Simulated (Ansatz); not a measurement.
The starting structures come from a database of crystals and need not be the phases stable at ambient conditions.

 Where the default PAW files enter, the runs use the earlier of Ansatz's two default sets.

Given:

```yaml
crystal:
  lattice:
    - [5.96646, 0.00000, 0.00000]
    - [-2.98323, 5.16711, 0.00000]
    - [2.98323, 1.72237, 4.87159]
  atoms:
    - { symbol: Ca, position: [0.00000, 0.00000, 0.00000] }
    - { symbol: Sn, position: [0.00000, 0.50000, 0.50000] }
    - { symbol: F, position: [0.53212, 0.26606, 0.73394] }
    - { symbol: F, position: [0.46788, 0.73394, 0.26606] }
    - { symbol: F, position: [0.00000, 0.26606, 0.73394] }
    - { symbol: F, position: [0.00000, 0.73394, 0.26606] }
    - { symbol: F, position: [0.00000, 0.73394, 0.73394] }
    - { symbol: F, position: [0.00000, 0.26606, 0.26606] }
```

Space group of this cell: Fm-3m. The cell is taken as given; by r2SCAN its mean pressure is -0.5 GPa.

Transport runs along the normal of the first two printed cell vectors, the (111) plane of the conventional cell.

The gap is the functional's own. No spin-orbit coupling. Mid-gap values are interpolated on the energy grid.

### Question
Predict the band gap and the smallest decay constant κ at mid-gap from r2SCAN (Ansatz, a first-principles code).

### Answer
Gap 6.61 eV on a 8×8×8 mesh; κ = 0.590 1/Å, at the zone centre.
